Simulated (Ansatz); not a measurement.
Consider Ir in the fcc (Cu type) structure (space group Fm-3m, No. 225; a = 3.8444 Å).

Structures relaxed with Kohn–Sham DFT with the r2SCAN functional, run in Ansatz (a first-principles code) with PAW and 500 eV plane waves, no SOC.

Base:

Simulated powder pattern, Co Kα, λ = 1.79026 Å (kinematic, ideal powder, no thermal factors, no anomalous dispersion; the 8 strongest lines at most, above 2 %, up to 2θ = 90°):

```json
[
 {"2θ (°)": "47.57", "I/Imax (%)": "100", "hkl": "(111)"},
 {"2θ (°)": "55.51", "I/Imax (%)": "49", "hkl": "(200)"},
 {"2θ (°)": "82.38", "I/Imax (%)": "34", "hkl": "(220)"}
]
```

After one change:

Simulated powder pattern, Co Kα, λ = 1.79026 Å (kinematic, ideal powder, no thermal factors, no anomalous dispersion; the 8 strongest lines at most, above 2 %, up to 2θ = 90°):

| 2θ (°) | I/Imax (%) |
|---|---|
| 48.46 | 100 |
| 56.57 | 48 |
| 84.16 | 34 |

Question: Name the change that was made.
A) pressure −1 GPa
B) pressure 15 GPa
C) pressure 22.5 GPa
D) pressure 9 GPa

Answer: C, pressure 22.5 GPa. Its volume per atom is 13.48 Å³ against 14.20 Å³, and its space group is Fm-3m (No. 225).

Load acts through the strain it causes; cell and atoms are relaxed under it. No phonon test of stability was made. No other phases were tried under pressure. The final runs are not spin-polarised.
